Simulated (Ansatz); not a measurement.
The starting structures come from a database of crystals and need not be the phases stable at ambient conditions.

The decay constant κ of evanescent states in the gap governs leakage through a thin film.

Data:

```
ITe
1.0
    4.19024     0.00166    -0.00002
    2.08965     7.70142    -0.12566
   -2.09007    -0.13012     9.29462
Te I
4 4
Direct
  0.69881   0.41835   0.81577
  0.30119   0.58165   0.18423
  0.08171   0.68289   0.84587
  0.91829   0.31711   0.15413
  0.65270   0.88147   0.18685
  0.34730   0.11853   0.81315
  0.10718   0.23064   0.44533
  0.89282   0.76936   0.55467
```

Space group of this cell: P-1. The cell was relaxed by PBE-D3(BJ); by r2SCAN its mean pressure is 1.1 GPa.

Transport runs along the normal of the first two printed cell vectors.

No gap correction and no spin-orbit coupling; mid-gap values are interpolated between computed energies.

Problem. State the band gap and the smallest decay constant κ at mid-gap according to r2SCAN (Ansatz, a quantum-chemistry and plane-wave program).

Solution. Gap 0.90 eV on a 8×4×4 mesh; κ = 0.146 1/Å, at the zone centre.
